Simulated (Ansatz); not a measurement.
Consider PbTe in the rock salt structure (space group Fm-3m, No. 225).

```
PbTe
1.0
    0.00000     3.22099     3.22099
    3.22099     0.00000     3.22099
    3.22099     3.22099     0.00000
Te Pb
1 1
Direct
  0.00000   0.00000   0.00000
  0.50000   0.50000   0.50000
```

All numbers come from Ansatz (a quantum-chemistry and plane-wave program), PBEsol, PAW, cutoff 420 eV, scalar-relativistic without spin-orbit coupling.

Before the change:

| Quantity | Result |
|---|---|
| Width of the top valence band | 2.86 eV |
| Hole mass | 0.38 mₑ along k, 0.073 mₑ across (at L) |
| Electron mass | 0.26 mₑ along k, 0.098 mₑ across (at L) |
| Band gap | 0.65 eV |

Perturbation: an isotropic linear strain of +5.59 %; the atoms relax in the strained cell.

**Question.** Predict the new width of the top valence band, hole mass, electron mass and band gap.

**Answer.** The width of the top valence band shrinks by 0.87 eV (2.86 eV → 1.99 eV); the hole mass becomes 0.63 mₑ along k, 0.12 mₑ across (at L) (base: 0.38 mₑ along k, 0.073 mₑ across (at L)); the electron mass changes from 0.26 mₑ along k, 0.098 mₑ across (at L) to 0.34 mₑ along k, 0.11 mₑ across (at L); the band gap goes up by 0.27 eV, from 0.65 eV to 0.92 eV.

With Pb and Te present, leaving out spin-orbit coupling can change the band edges. Effective masses come from finite differences of ±0.01 Å⁻¹. Along k means along the line from Γ to the band edge. No phonon test of stability was made.
